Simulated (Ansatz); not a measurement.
# Cs in the bcc (W type) structure (space group Im-3m, No. 229)

Space group Im-3m (No. 229); a = 6.007 Å, b = 6.007 Å, c = 6.007 Å, α = 90.00°, β = 90.00°, γ = 90.00°

| atom | site | symmetry | x | y | z |
|---|---|---|---|---|---|
| Cs | 2a | m-3m | 0.0000 | 0.0000 | 0.0000 |
(The calculation used a cell of 1 atom; values per cell refer to that cell.)

All numbers come from Ansatz (a quantum-chemistry and plane-wave program), PBEsol, PAW, cutoff 420 eV, without spin-orbit coupling. Γ-centred 11×11×11 mesh, Fermi–Dirac width 0.05 eV.

The volume per atom comes out as 108.39 Å³, the density is 2.04 g/cm³ and the band gap is zero. The total energy is -5585.796 eV/atom (σ→0; compares only within this code and set-up).

Stability against distortions was not tested. All final runs are without spin polarisation.
